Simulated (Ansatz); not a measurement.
Start from TaAs (space group I4_1md, No. 109; a = 3.4631 Å, c = 11.7330 Å).

(Cell as relaxed with PBE.)

Levels (all Ansatz, a program for electronic structure, PAW): PBE (420 eV, no spin-orbit coupling); r2SCAN (500 eV, no spin-orbit coupling).

Each level relaxes its own structure.

```csv
base,PBE,r2SCAN
volume per atom,17.59 Å³,17.34 Å³
lattice parameter a,3.463 Å,3.442 Å
band gap,zero,zero
```

Modification: Bi takes the place of As on all its sites, then cell and atoms are relaxed.

```csv
quantity,PBE,r2SCAN
lattice parameter a,3.844 Å,?
band gap,zero,?
```

What does r2SCAN give?


- lattice parameter a, r2SCAN: 3.810 Å
- band gap, r2SCAN: zero

PBE's lattice parameter a lies 0.034 Å above r2SCAN's (0.9 %); the two agree on the band gap. Neither level is exact; r2SCAN is the comparison here, not a measurement.

Spin-orbit coupling, missing from the scalar runs, can matter with Bi and Ta. Whether these cells are dynamically stable was not tested. As relaxed here, TaBi is a hypothetical phase, not in the database extracts checked. All final runs are without spin polarisation. The zero or small gap of TaAs can change with the level of theory.
